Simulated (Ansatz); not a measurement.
# 1T (CdI2-type) MgI2

All values below come from PBE in Ansatz (plane waves, PAW).

Numerical settings: plane-wave cutoff 500 eV, 12×12×6 k mesh (along the axes of the cell as run), gaussian smearing 0.02 eV, scalar-relativistic PAW data made under PBE.

Cell (relaxed at this level):

MgI2 is taken in the trigonal space group P-3m1 (No. 164), the CdI2 type structure, Pearson symbol hP3. Cell: a = 4.206 Å, b = 4.206 Å, c = 7.817 Å, α = 90.00°, β = 90.00°, γ = 120.00°. Mg on 1a is coordinated by 6 I at 2.949 Å (octahedral). I on 2d has 3 Mg at 2.949 Å (trigonal pyramidal). (Neighbours: up to the widest gap in distance over summed covalent radii, below 1.35, at either atom; cation-cation and far metal-metal contacts left out.)

| Item | Value |
|---|---|
| band gap | 3.62 eV (on the SCF k mesh) |

Note: the cell comes from a level without a dispersion term, which matters for the spacing of layers, chains or molecules; the cell has widely spaced layers and the level no dispersion term, so their spacing and the moduli can rest on weak binding.

Spin–orbit coupling is not included; with these elements it can move the gap by several tenths of an eV or more.

The result took roughly 100 core-seconds.

Ansatz is an electronic-structure program.
